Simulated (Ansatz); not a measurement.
The reference is BeTe in the zinc blende structure (space group F-43m, No. 216; a = 5.604 Å).

Level of theory: PBEsol/PAW in Ansatz (a quantum-chemistry and plane-wave program), no spin-orbit coupling.

Before the change:

```
Item                               Result
-------------  --------------------------
Hole mass      0.20, 0.33, 0.33 mₑ (at Γ)
Gap character             indirect, Γ → X
```

The change: every lattice vector is stretched by 0.50 %; the atoms relax in the strained cell.

**Question.** Estimate the effect on the hole mass.

**Answer.** The hole mass (degenerate bands, along [100]) changes from 0.20, 0.33, 0.33 mₑ (at Γ) to 0.20, 0.34, 0.34 mₑ (at Γ).

**Question.** Predict the new gap character.

**Answer.** The gap character remains indirect, Γ → X.

Spin-orbit coupling, missing from the scalar runs, can matter with Te. Effective masses come from finite differences of ±0.01 Å⁻¹. Stability against distortions was not tested.
